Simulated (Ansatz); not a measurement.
Here is the system:

```
CELL_PARAMETERS angstrom
      3.60017     0.00000     0.00000
      0.00000     3.60017     0.00000
      0.00000     0.00000     5.22516
ATOMIC_POSITIONS crystal
  Zr 0.00000 0.00000 0.00000
  Zr 0.50000 0.50000 0.50000
  O  0.00000 0.50000 0.30177
  O  0.00000 0.50000 0.80177
  O  0.50000 0.00000 0.19823
  O  0.50000 0.00000 0.69823
```

Space group of this cell: P4_2/nmc. The cell is taken as given.

The current runs along the normal of the first two printed vectors, the (001) plane. All runs by Ansatz (an electronic-structure program), plane waves and PAW, without spin-orbit coupling; the base is r2SCAN.

| run | mean pressure (GPa) | gap (eV) | mid-gap κ (1/Å) |
|---|---|---|---|
| base | -0.1 | 4.61 | 0.386 |
| all lengths scaled by 0.98 | 16.9 | 4.80 | 0.402 |
| all lengths scaled by 1.02 | -13.1 | 4.37 | 0.373 |
| lengths across the current scaled by 0.98, ions clamped | 11.3 | 4.82 | 0.405 |
| lengths across the current scaled by 1.02, ions clamped | -9.5 | … | … |
| lengths along the current scaled by 0.97, ions clamped | 7.3 | … | … |
| lengths along the current scaled by 1.03, ions clamped | -6.4 | … | … |

Task: Some entries are withheld; supply them.

Result: 
- lengths across the current scaled by 1.02, ions clamped, gap (eV): 4.27
- lengths across the current scaled by 1.02, ions clamped, mid-gap κ (1/Å): 0.369
- lengths along the current scaled by 0.97, ions clamped, gap (eV): 4.35
- lengths along the current scaled by 0.97, ions clamped, mid-gap κ (1/Å): 0.379
- lengths along the current scaled by 1.03, ions clamped, gap (eV): 4.54
- lengths along the current scaled by 1.03, ions clamped, mid-gap κ (1/Å): 0.396
